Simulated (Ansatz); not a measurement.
```
CELL_PARAMETERS angstrom
     14.00000     0.00000     0.00000
      0.00000    14.00000     0.00000
      0.00000     0.00000     8.73585
ATOMIC_POSITIONS crystal
  Zn 0.60587 0.50000 0.00000
  Zn 0.42750 0.58145 0.09092
  Zn 0.48274 0.39327 0.18180
  Zn 0.58873 0.55823 0.27275
  Zn 0.39460 0.53034 0.36362
  Zn 0.54277 0.40194 0.45457
  Zn 0.54277 0.59806 0.54543
  Zn 0.39460 0.46966 0.63638
  Zn 0.58873 0.44177 0.72725
  Zn 0.48274 0.60673 0.81820
  Zn 0.42750 0.41855 0.90908
```

The numbers are results of PBE (plane waves to 420 eV, PAW; Ansatz, an electronic-structure program), not measurements. Mesh 1×1×8. No spin polarisation. Isolated but for its images some 11 Å away. A hypothetical model. Symmetry and one short period hold its shape; lower forms weren't sought. Pairing along the axis, which can open a gap, is among the distortions not tried. On relaxing, bonds broke or formed, so the name tells the start alone. Buckling under compression is shut out by symmetry and the short period.

Problem. Give the properties of this body.

Solution. 
| Property | Value |
|---|---|
| largest distance between nuclei across the axis | 2.99 Å |
| PBE gap | none (under 0.01 eV) |
| work function (PBE) | 3.83 eV |
| axial stiffness dF/dε | 33 nN |
